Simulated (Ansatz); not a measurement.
The starting structures come from a database of crystals and need not be the phases stable at ambient conditions.

By PBEsol, the system below comes out a metal.

A figure of merit of an interconnect metal is its ballistic conductance per area.

Consider the following.

```
LaReN3
1.0
    5.59306     0.00000     0.00000
   -2.79653     4.84373     0.00000
    2.79653     1.61458     2.28336
La Re N
1 1 3
Direct
  0.00000   0.00000   0.00000
  0.00000   0.50000   0.50000
  0.50000   0.50000   0.00000
  0.50000   0.00000   0.00000
  0.00000   0.50000   0.00000
```

Space group of this cell: Pm-3m, cubic perovskite. The cell is taken as given; by PBEsol its mean pressure is -6.5 GPa.

The current flows along the normal of the first two printed cell vectors, the (111) plane of the conventional cell. No spin-orbit coupling; the value is a mean over 0.1 eV about the Fermi level.

Q: State the ballistic conductance per area according to Ansatz (a first-principles code) with PBEsol.

A: 0.60 × 10¹⁵ S/m² for both spins.
